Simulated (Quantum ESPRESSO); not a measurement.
Effort and miss along a sweep of K_POINTS: YZr (P-6m2, 2 atoms in the cell)

```
CELL_PARAMETERS angstrom
      3.42358     0.00000     0.00000
     -1.71179     2.96491     0.00000
      0.00000     0.00000     5.40259
ATOMIC_POSITIONS crystal
  Y  0.66667 0.33333 0.50000
  Zr 0.33333 0.66667 0.00000
```

Method: PBEsol, SSSP 1.1.2 precision (PBE) pseudopotentials (plane waves; Quantum ESPRESSO 7.5).

Base settings: ecutwfc = 50 Ry; ecutrho = 400 Ry; occupations = smearing; smearing = mp; degauss = 0.0036749 Ry; input_dft = pbesol; potentials = {Y: Y_pbe_v1.uspp.F.UPF, Zr: Zr_pbe_v1.uspp.F.UPF}; K_POINTS = automatic 9 9 5 0 0 0; conv_thr = 1e-09 Ry.

Misses are taken against the tightest run, automatic 27 27 15 0 0 0, which need not be fully converged itself. The energy is the free energy per atom.

The count of work is k-points × plane waves × bands × iterations; it is no time, and leaves out set-up, grids and terms that scale otherwise. Core times come from one kind of shared machine and are given to one figure; runs under 30 s give none.

The starting cell comes from a database of computed structures (which also holds hypothetical and non-ambient phases and stackings), without a prior relaxation at this level.

The runs (K_POINTS): automatic 1 1 1 0 0 0 | automatic 2 2 1 0 0 0 | automatic 3 3 2 0 0 0 | automatic 4 4 2 0 0 0 | automatic 4 4 3 0 0 0 | automatic 5 5 3 0 0 0 | automatic 6 6 4 0 0 0 | automatic 8 8 4 0 0 0 | automatic 9 9 5 0 0 0 | automatic 11 11 6 0 0 0 | automatic 12 12 7 0 0 0 | automatic 15 15 8 0 0 0 | automatic 17 17 10 0 0 0 | automatic 22 22 12 0 0 0 | automatic 27 27 15 0 0 0.

Which is the coarsest setting among those run that, with all tighter ones, holds the energy within 20 meV/atom of the reference, and what does it save?

automatic 4 4 3 0 0 0, off by 7.3 meV/atom; it needs 0.012 of the reference's count of work. The coarser automatic 3 3 2 0 0 0 also lies inside, but a setting between leaves the range again, so that is luck.

Which is the coarsest setting among those run that, with all tighter ones, holds the energy within 5 meV/atom of the reference, and what does it save?

automatic 6 6 4 0 0 0, off by 4.4 meV/atom; it needs 0.032 of the reference's count of work.

What does the step from automatic 2 2 1 0 0 0 to automatic 3 3 2 0 0 0 buy?

It takes the miss in the energy from 730 to 9.8 meV/atom, for 3.0 times the count of work.

| K_POINTS | energy less reference (meV/atom) | pressure less reference (GPa) | count of work / reference | core time / reference (rough) |
|---|---|---|---|---|
| automatic 1 1 1 0 0 0 | 159.34 | 31.06 | 0.0030 | – |
| automatic 2 2 1 0 0 0 | -731.27 | -4.37 | 0.0027 | – |
| automatic 3 3 2 0 0 0 | 9.77 | -1.18 | 0.0082 | – |
| automatic 4 4 2 0 0 0 | 70.20 | 0.52 | 0.015 | – |
| automatic 4 4 3 0 0 0 | 7.27 | 0.26 | 0.012 | – |
| automatic 5 5 3 0 0 0 | -7.06 | -0.28 | 0.017 | – |
| automatic 6 6 4 0 0 0 | -4.40 | -0.26 | 0.032 | – |
| automatic 8 8 4 0 0 0 | 0.61 | 0.11 | 0.041 | – |
| automatic 9 9 5 0 0 0 | 0.37 | 0.05 | 0.055 | – |
| automatic 11 11 6 0 0 0 | 2.07 | 0.07 | 0.097 | 0.1 |
| automatic 12 12 7 0 0 0 | -0.72 | 0.01 | 0.13 | 0.2 |
| automatic 15 15 8 0 0 0 | 0.74 | -0.05 | 0.23 | 0.3 |
| automatic 17 17 10 0 0 0 | -0.59 | -0.02 | 0.30 | 0.3 |
| automatic 22 22 12 0 0 0 | -0.01 | -0.02 | 0.55 | 0.6 |
| automatic 27 27 15 0 0 0 | 0.00 | 0.00 | 1.0 | 1 |
